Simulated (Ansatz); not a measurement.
# fcc Ni, ferromagnetic (1 1 1) on zinc-blende InAs (1 1 1) (film strained to the substrate, faces as cut; started ferromagnetic)

A periodic stack without vacuum, fcc Ni, ferromagnetic (1 1 1) on zinc-blende InAs (1 1 1) (film strained to the substrate, faces as cut; started ferromagnetic): substrate slab As4In4, film Ni15, surface cells [[-1, 1], [-1, 0]] and [[1, -2], [2, -1]], film strained by +1.5 and +1.5 %, faces In/As and Ni/Ni as cut (like faces can put a slab off its formula).

The start was prepared with a machine-learned potential, and the result is one local minimum, with the in-plane cell held and forces under 0.04 eV/Å; the film can end far from its bulk form.

These are PBE (plane waves to 420 eV, PAW; Ansatz, a quantum-chemistry and plane-wave program) values and carry that method's errors. No spin–orbit coupling; PBE gaps are too small against experiment. Its k-point mesh 8×8×1, Fermi–Dirac width 0.05 eV.

The interface area is 16.6 Å² and the period is 24.00 Å. The gaps between the outermost planes at the two interfaces is 1.88 and 2.28 Å and the In–Ni contacts across the interfaces within 1.22 times the sum of covalent radii comes out as 6, mean 2.96 Å. The As–Ni contacts across the interfaces within 1.22 times the sum of covalent radii comes out as 3, mean 2.39 Å and the slope of the mean potential energy in the substrate is -4.2 MV/cm × e.

```
CELL_PARAMETERS angstrom
      4.37363     0.00062     0.05341
      2.18706     3.78776    -0.04550
      0.83772     0.48404    24.00825
ATOMIC_POSITIONS crystal
  As 0.49627 0.08225 0.08509
  As 0.77649 0.41729 0.23488
  As 0.07289 0.74967 0.38423
  As 0.37477 0.08164 0.53619
  In 0.17386 0.74931 0.04510
  In 0.45271 0.08422 0.19718
  In 0.74904 0.41664 0.34618
  In 0.05129 0.74869 0.49647
  Ni 0.35555 0.74299 0.61448
  Ni 0.69384 0.07989 0.61451
  Ni 0.01877 0.41836 0.61460
  Ni 0.00135 0.08021 0.69836
  Ni 0.33654 0.41331 0.69840
  Ni 0.66968 0.74551 0.69841
  Ni 0.64740 0.41273 0.78205
  Ni 0.98154 0.74589 0.78181
  Ni 0.31337 0.07934 0.78251
  Ni 0.29471 0.74410 0.86614
  Ni 0.62741 0.07729 0.86552
  Ni 0.95878 0.41386 0.86583
  Ni 0.93700 0.07955 0.94814
  Ni 0.27250 0.40862 0.94877
  Ni 0.60406 0.74524 0.95011
```
Starting moments (μB, in the order of the record's atoms As As As As In In In In Ni Ni Ni Ni Ni Ni Ni Ni Ni Ni Ni Ni Ni Ni Ni): 0.0 0.0 0.0 0.0 0.0 0.0 0.0 0.0 0.7 0.7 0.7 0.7 0.7 0.7 0.7 0.7 0.7 0.7 0.7 0.7 0.7 0.7 0.7.
